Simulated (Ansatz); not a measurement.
Defect: O-vacancy pair (O on one host N site, one N site vacant) in rock-salt TiN, neutral cell. The step: a nearby N atom hops onto the vacant site (O-vacancy distance between ideal sites 3.00 Å throughout); the atom moves 2.96 Å along (0.49, 0.49, 0.00) of the unit cell; the moving atom starts with neighbours Ti at 2.10, 3 Ti at 2.11, Ti at 2.12, Ti at 2.14 Å and ends with Ti at 2.10, 3 Ti at 2.11, Ti at 2.12, Ti at 2.14 Å. DFT values are from Ansatz (plane-wave PAW, 420 eV unless said) in a cell of 64 host sites, spin-restricted, static, with no finite-size correction. Forms of the defect that were not tried may lie lower. For the PBE band: the saddle point's order was not checked.

```csv
Level,Forward barrier (eV),Cost of the band or of the saddle's single point
"CHGNet universal potential (has no charge state), its own band",1.59,-
"PBE, a 2×2×2 k-point mesh shifted by half a step, band relaxed",2.98,very roughly 120 core-minutes
"PBE, a 4×4×4 k-point mesh shifted by half a step, same geometries",3.04,around 9 core-minutes (rough)
"r2SCAN at 500 eV, a 2×2×2 k-point mesh shifted by half a step, same geometries",___,very roughly 3 core-minutes
```

Q: Fill in the missing entries.

A: 
- r2SCAN at 500 eV, a 2×2×2 k-point mesh shifted by half a step, same geometries, Forward barrier (eV): 3.15

Ansatz is a quantum-chemistry and plane-wave program.
